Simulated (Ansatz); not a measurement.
Cubic perovskite KMgF₃ was calculated with revPBE (PAW; Ansatz, an electronic-structure program).

Run with plane-wave cutoff 520 eV, 8×8×8 k mesh, Fermi–Dirac smearing 0.01 eV, scalar-relativistic PAW data made under PBE.

Equation-of-state points:

```json
[
 {"V (Å³/atom)": "13.153", "E − E_lowest (meV/atom)": "10.14"},
 {"V (Å³/atom)": "13.432", "E − E_lowest (meV/atom)": "4.34"},
 {"V (Å³/atom)": "13.712", "E − E_lowest (meV/atom)": "1.05"},
 {"V (Å³/atom)": "13.992", "E − E_lowest (meV/atom)": "0.00"},
 {"V (Å³/atom)": "14.272", "E − E_lowest (meV/atom)": "0.97"},
 {"V (Å³/atom)": "14.552", "E − E_lowest (meV/atom)": "3.76"},
 {"V (Å³/atom)": "14.832", "E − E_lowest (meV/atom)": "8.17"}
]
```

**Question.** What bulk modulus B0 and pressure derivative B′ does a third-order Birch–Murnaghan fit give?

**Answer.** V0 = 13.992 Å³/atom, B0 = 57.7 GPa, B′ = 4.4 (fit to the energies at full precision).

Measured, for comparison: bulk modulus 75.1 GPa (room temperature, no zero-point or thermal correction, our sources range from 71.2 to 75.1; as tabulated in Vaitheeswaran et al. (2007), arXiv:cond-mat/0703621); equilibrium volume per atom 12.70 Å³/atom (room temperature, no zero-point or thermal correction; as tabulated in Vaitheeswaran et al. (2007), arXiv:cond-mat/0703621). Computed (rounded) less measured: bulk modulus -23 % (-19 % to -23 % over the range), equilibrium volume per atom +10.2 %.

Note: the cell is over a tenth larger than the published one: the level's own overestimate first of all, though another phase or state, or a fault of the published cell, is possible.

Computing time: roughly 29 core-seconds.
